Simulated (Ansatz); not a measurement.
Start from Zr in the hcp (Mg type) structure (space group P6_3/mmc, No. 194; a = 3.1829 Å, c = 5.1241 Å; relaxed with 0.1 eV smearing).

Now apply this change: an isotropic linear strain of +2.23 %; the atoms relax in the strained cell.

Levels (all Ansatz, a first-principles code, PAW, earlier PAW set): PBEsol (420 eV, without spin-orbit coupling); r2SCAN (500 eV, no SOC).

The geometry is relaxed with PBEsol.

PBEsol pressure: -5.9 GPa

**Question.** How does going to r2SCAN change the pressure?

**Answer.** The pressure grows by 3.9 GPa to -2.0 GPa.

Single points use the geometry relaxed with PBEsol. Their cutoffs differ, which shifts pressures a little. Stability against distortions was not tested. All final runs are without spin polarisation.
